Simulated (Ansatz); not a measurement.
Consider Zr in the hcp (Mg type) structure (space group P6_3/mmc, No. 194; a = 3.2443 Å, c = 5.1580 Å; relaxed with 0.1 eV smearing). Axes: x lies along a and z along c of the hexagonal cell.

The values are results of r2SCAN (Ansatz, a program for electronic structure), no SOC, not measurements.

Modification: uniaxial strain ε_xx = −2.50 %, all other strain components held at zero, atoms relaxed at fixed cell.

Task: Predict the stress tensor and what it implies for the stiffness.

Result: Stress of the strained cell less that of the base (GPa, compression positive):
```
    3.9     0.0     0.0
    0.0     1.8     0.0
    0.0     0.0     1.6
```

Then −Δσ_ii/ε with ε = -0.0250 gives secant stiffness values (nonlinear terms included at this strain): C11 ≈ 156 GPa, C12 ≈ 72 GPa and C13 ≈ 65 GPa.

As a check, the harmonic strain energy −½ V₀ Δσ:ε is 7.2 meV/atom; the computed energy rise is 7.0 meV/atom.

Whether these cells are dynamically stable was not tested. All final runs are without spin polarisation.
